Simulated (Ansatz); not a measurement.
**Pressure series in TaRu**

Base system: TaRu (space group P4/mmm, No. 123; a = 3.025 Å, c = 3.386 Å).

Cell and atoms are relaxed at each pressure.

The values are results of Ansatz (an electronic-structure program), PBEsol, PAW, cutoff 420 eV, without spin-orbit coupling, not measurements.

Two rows of this table had their results exchanged by mistake.

| pressure | volume per atom (Å³) | shortest distance (Å) | band gap |
|---|---|---|---|
| pressure −2 GPa | 15.41 | 2.723 | zero |
| pressure −1 GPa | 15.55 | 2.731 | zero |
| pressure 0.3 GPa | 15.47 | 2.727 | zero |
| pressure 0.7 GPa | 15.45 | 2.725 | zero |
| pressure 1.5 GPa | 15.60 | 2.735 | zero |
| pressure 3 GPa | 15.32 | 2.718 | zero |
| pressure 5 GPa | 15.22 | 2.712 | zero |
| pressure 7.5 GPa | 15.09 | 2.704 | zero |
| pressure 10 GPa | 14.97 | 2.697 | zero |

Which two?

The rows for pressure −2 GPa and pressure 1.5 GPa: the volume has to fall steadily with pressure, so 15.60 Å³ belongs to pressure −2 GPa and 15.41 Å³ to pressure 1.5 GPa.

Load acts through the strain it causes; cell and atoms are relaxed under it. No phonon test of stability was made. No other phases were tried under pressure. The final runs are not spin-polarised.
